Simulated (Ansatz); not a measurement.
Consider WSi2 (space group I4/mmm, No. 139; a = 3.2024 Å, c = 7.8177 Å; relaxed with 0.1 eV smearing).

Method: PBEsol (Ansatz, a program for electronic structure; PAW; 420 eV plane waves; spin-orbit coupling left out).

For the base:

Pressure: 0.0 GPa
Band gap: zero

Now apply this change: every lattice vector is shortened by 2.00 %, atoms relaxed at fixed cell.

### Question
Estimate the effect on the energy relative to the base, pressure and band gap.

### Answer
The energy grows by 37 meV/atom; the pressure (mean of the normal stresses, compression positive) goes from zero to 16.1 GPa; the band gap stays zero.

The cells carry an imposed strain or load. No phonon test of stability was made. The final runs are not spin-polarised.
